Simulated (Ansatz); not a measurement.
Hypothetical diamond Mg, thickness series

Start from Mg in the diamond structure (space group Fd-3m, No. 227; a = 6.871 Å; a hypothetical phase, not in the database extracts checked). Axes: x, y, z lie along the cube axes.

Free-standing slabs (2 atom(s) a layer) normal to [110] with 15 Å of vacuum; in-plane cell held at bulk.

Calculations: Kohn–Sham DFT with the PBE functional, run in Ansatz (a program for electronic structure) with PAW and 420 eV plane waves, spin-orbit coupling left out.

Q: Only one of these has a band gap. Which?
(A) 5 layers
(B) 1 layer
(C) 3 layers
(D) 6 layers

A: B, 1 layer. Computed: 5 layers: zero; 3 layers: zero; 6 layers: zero; 1 layer: 0.28 eV

No phonon test of stability was made.
